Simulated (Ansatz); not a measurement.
The reference is NaScTl2F6 (space group Fm-3m, No. 225; a = 8.574 Å; a cell from a computed database, its experimental status unchecked).

Level of theory: r2SCAN (Ansatz, a quantum-chemistry and plane-wave program; PAW; 500 eV plane waves; spin-orbit coupling left out).

For the base:

```
Quantity      Result
--------  ----------
Band gap     4.97 eV
Density   6.22 g/cm³
```

Modification: Al takes the place of Tl on all its sites, then cell and atoms are relaxed.

### Question
How does this affect the band gap and density?

### Answer
The band gap drops by 1.79 eV, from 4.97 eV to 3.18 eV; the density shrinks by 3.665 g/cm³, from 6.22 g/cm³ to 2.56 g/cm³.

With Tl present, leaving out spin-orbit coupling can change the band edges. Stability against distortions was not tested. As relaxed here, NaScAl2F6 is a hypothetical phase, not in the database extracts checked. The final runs are not spin-polarised.
